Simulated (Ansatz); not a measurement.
Reference: AlAs (F-43m), PBEsol with spin-orbit coupling, rigid bands (plane waves, PAW; Ansatz, a quantum-chemistry and plane-wave program); geometry: cell and atoms relaxed with PBEsol.

```cif
data_AlAs
_chemical_formula_sum 'Al1 As1'
_space_group_name_H-M_alt 'P 1'
_space_group_IT_number 1
_cell_length_a 4.01256
_cell_length_b 4.01256
_cell_length_c 4.01256
_cell_angle_alpha 60.000
_cell_angle_beta 60.000
_cell_angle_gamma 60.000
loop_
_space_group_symop_operation_xyz
  'x, y, z'
loop_
_atom_site_label
_atom_site_type_symbol
_atom_site_fract_x
_atom_site_fract_y
_atom_site_fract_z
_atom_site_occupancy
Al1 Al 0.00000 0.00000 0.00000 1
As1 As 0.75000 0.75000 0.75000 1
```

- band gap: 1.25 eV
- electron conductivity mass: 0.33 mₑ
- hole conductivity mass: 0.59 mₑ
- Seebeck coefficient, n-type 1e19 cm⁻³: -263 μV/K

Question: Replace As by P on the same sites and relax. What happens?

Answer: AlP (F-43m): volume per atom 22.8 to 20.5 Å³; band gap rises (1.25 eV to 1.43 eV); electron conductivity mass stays about the same (0.33 mₑ to 0.33 mₑ); hole conductivity mass rises (0.59 mₑ to 0.68 mₑ); Seebeck coefficient, n-type 1e19 cm⁻³ stays about the same (-263 μV/K to -262 μV/K).

Moves up to 5 % count as about the same. Masses are for dilute carriers at 300 K, harmonic means over directions unless an axis is named. Seebeck coefficients are for the stated density at 300 K, with one relaxation time for all states and whether or not that doping can be reached.
